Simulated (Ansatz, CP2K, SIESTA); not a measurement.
Code comparison for ZnInGaO4 (R3m, 7 atoms in the cell)

Self-consistent single point, at a second geometry (lattice scaled by 0.98). First geometry:

```
ZnInGaO4
1.0
    1.67814     0.96888     8.85163
   -1.67814     0.96888     8.85163
    0.00000    -1.93775     8.85163
In Ga Zn O
1 1 1 4
Direct
  0.00000   0.00000   0.00000
  0.78290   0.78290   0.78290
  0.21710   0.21710   0.21710
  0.87180   0.87180   0.87180
  0.12820   0.12820   0.12820
  0.70720   0.70720   0.70720
  0.29280   0.29280   0.29280
```

Shared settings, as Ansatz (a first-principles code) writes them: kpoints.mp_grid.grid = 7 7 7; scf.occupations.method = fermi_dirac; scf.occupations.width = 0.1 eV. Potentials and cutoffs stand in the table.

```csv
code,model,ΔF from the first geometry (meV/atom),pressure (GPa),largest force (eV/Å),cutoff
SIESTA,"GGA PBE, numerical atomic orbitals DZP, PseudoDojo PBE standard norm-conserving potentials (rewritten from UPF to PSML)",27.5,11.90,1.953,grid 300 Ry
CP2K,"PBE, GPW, DZVP-MOLOPT-SR-GTH basis, GTH-PBE potentials (GTH_POTENTIALS)",25.1,12.00,–,grid 600 Ry
Ansatz,"PBE, PAW files",16.0,8.49,2.019,default
```

Size of the force on each atom (eV/Å): Sizes of forces hide their directions.

| code | In1 | Ga2 | Zn3 | O4 | O5 | O6 | O7 |
|---|---|---|---|---|---|---|---|
| SIESTA | 1.590 | 1.099 | 0.253 | 1.868 | 0.941 | 1.953 | 1.098 |
| Ansatz | 1.544 | 0.980 | 0.373 | 1.693 | 1.238 | 2.019 | 1.104 |

A dash marks a value that a program does not give, or that is left out as unsure.

No clean gap comes from SIESTA, CP2K and Ansatz: levels at the Fermi energy touch, overlap or are partly filled at this smearing.

The spread over the programs that give each value: ΔF from the first geometry within 11.5 meV/atom; pressure within 3.51 GPa; largest force within 0.066 eV/Å.

SIESTA and CP2K use small atom-centred bases, whose incompleteness enters pressures, forces and empty levels differently from a plane-wave cutoff. Ansatz's pressure is given at a fixed set of plane waves, as the other plane-wave codes print theirs; with its correction for the finite basis it is 8.90 GPa (the shift of 0.42 GPa shows how far the cutoff is from converged).

The starting cell was generated: these elements placed on a structure prototype, without a prior relaxation; it need not be a known phase or ordering of this composition. Its lattice was rescaled by a random factor within 2.5 % of one. For this run, on top of that: lattice scaled by 0.98.

Keys are those of Ansatz 0.2.
